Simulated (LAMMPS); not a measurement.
Al (fcc) at 200 K and zero pressure, started from the crystal, with several potentials, in cells of their own sizes.

Potentials compared:
- EAM-type AlCu.adp: classical MD, pair style adp, file AlCu.adp (LAMMPS); Apostol and Mishin, Phys Rev B 83, 054116 (2011)
- EAM-type AlCu.eam.alloy: classical MD, pair style eam/alloy, file AlCu.eam.alloy (LAMMPS); Cai and Ye, Phys Rev B, 54, 8398-8410 (1996)
- EAM-type AlFe_mm.eam.fs: classical MD, pair style eam/fs, file AlFe_mm.eam.fs (LAMMPS); Mendelev, Srolovitz, Ackland and Han, J Mater Res 20, 208-218 (2005)
- EAM-type Al_jnp.eam: classical MD, pair style eam, file Al_jnp.eam (LAMMPS); Jacobsen, Norskov and Puska, Phys Rev B, 35, 7423 (1987)
- EAM-type Al_mm.eam.fs: classical MD, pair style eam/fs, file Al_mm.eam.fs (LAMMPS)
- EAM-type Al_zhou.eam.alloy: classical MD, pair style eam/alloy, file Al_zhou.eam.alloy (LAMMPS); Zhou et al, Acta Mater, 49, 4005 (2001)
- EAM-type NiAlH_jea.eam.alloy: classical MD, pair style eam/alloy, file NiAlH_jea.eam.alloy (LAMMPS); Moody and Baskes, Modell Sim Mater Sci Eng, 3, 289-307 (1995)
- MEAM AlSiMgCuFe.meam: classical MD, pair style meam, file AlSiMgCuFe.meam (LAMMPS); Jelinek, Groh, Horstemeyer, Houze, Kim, Wagner, Moitra and Baskes, Phys Rev B, 85, 245102 (2012)
- MEAM MoCoNiVFeAlCr_2nn.meam: classical MD, pair style meam, file MoCoNiVFeAlCr_2nn.meam (LAMMPS); Wang, J., Kwon, H., Kim, H.S. et al. A neural network model for high entropy alloy design. npj Comput Mater 9, 60 (2023).
- MEAM library.meam-Al: classical MD, pair style meam, file library.meam (library.meam-Al) (LAMMPS); Baskes, Phys Rev B, 46, 2727-2742 (1992)
- bond-order AlCu.bop.table: classical MD, pair style bop, file AlCu.bop.table (LAMMPS); Zhou, Ward, and Foster, Phys. Chem. Chem. Phys., under consideration

| potential | state | volume | first peak of g(r) | coordination number | mean phonon frequency | rough cost (ms per atom and simulated ps) |
|---|---|---|---|---|---|---|
| bond-order AlCu.bop.table | crystal; no diffusion seen in 15 ps | 16.6493 ± 0.0002 Å³/atom | 2.86 Å, height 8.6 | 12.0 (counted to 3.46 Å) | 6.3 THz | 10 to 30 |
| EAM-type AlCu.adp | crystal; no diffusion seen in 30 ps | 16.7211 ± 0.0003 Å³/atom | 2.86 Å, height 8.5 | 12.0 (counted to 3.46 Å) | 6.1 THz | 1 to 3 |
| EAM-type AlCu.eam.alloy | crystal; no diffusion seen in 30 ps | 16.8930 ± 0.0003 Å³/atom | 2.87 Å, height 7.3 | 12.0 (counted to 3.46 Å) | 5.3 THz | 0.3 to 1 |
| EAM-type AlFe_mm.eam.fs | crystal; no diffusion seen in 30 ps | 16.5997 ± 0.0003 Å³/atom | 2.86 Å, height 8.7 | 12.0 (counted to 3.46 Å) | 6.2 THz | 1 to 3 |
| EAM-type Al_jnp.eam | crystal; no diffusion seen in 30 ps | 16.0375 ± 0.0001 Å³/atom | 2.82 Å, height 8.5 | 12.0 (counted to 3.42 Å) | 6.2 THz | 1 to 3 |
| EAM-type Al_mm.eam.fs | crystal; no diffusion seen in 30 ps | 16.7895 ± 0.0002 Å³/atom | 2.87 Å, height 8.4 | 12.0 (counted to 3.46 Å) | 5.9 THz | 1 to 3 |
| EAM-type Al_zhou.eam.alloy | crystal; no diffusion seen in 30 ps | 17.2402 ± 0.0004 Å³/atom | 2.89 Å, height 7.1 | 12.0 (counted to 3.50 Å) | 5.1 THz | 3 to 10 |
| EAM-type NiAlH_jea.eam.alloy | crystal; no diffusion seen in 30 ps | 16.9398 ± 0.0006 Å³/atom | 2.87 Å, height 6.9 | 12.0 (counted to 3.50 Å) | 5.1 THz | 0.3 to 1 |
| MEAM AlSiMgCuFe.meam | crystal; no diffusion seen in 30 ps | 16.7488 ± 0.0003 Å³/atom | 2.87 Å, height 9.3 | 12.0 (counted to 3.50 Å) | 6.8 THz | 10 to 30 |
| MEAM MoCoNiVFeAlCr_2nn.meam | crystal; no diffusion seen in 30 ps | 16.7423 ± 0.0003 Å³/atom | 2.86 Å, height 8.7 | 12.0 (counted to 3.50 Å) | 6.2 THz | 10 to 30 |
| MEAM library.meam-Al | crystal; no diffusion seen in 30 ps | 16.6732 ± 0.0002 Å³/atom | 2.86 Å, height 8.6 | 12.0 (counted to 3.46 Å) | 6.4 THz | 3 to 10 |

Costs are rough: whole-run CPU time with set-up and analysis, from shared machines, in bands a factor of about three wide.

Caution: the potential EAM-type AlFe_mm.eam.fs is made for dilute Fe in Al.

Caution: the potential EAM-type NiAlH_jea.eam.alloy is made for Ni, Ni3Al and hydrogen in them.

Caution: the potential MEAM library.meam-Al is a first-neighbour MEAM set with a 4 Å cutoff, used here without a parameter file and away from the static properties it was fitted to.

States go by the mean squared displacement: a species diffuses where it passes 1.5 Å², still rises and gives D over 1e-6 cm²/s; a crystal has left its structure where atoms lie 0.35 Å off their sites on average or a cubic box changes its shape by 3 %, or the axial ratios of another lie 8 % off the starting cell's, which the potential's own relaxation can also do.

The ± values are statistical; the model's systematic error is not in them.
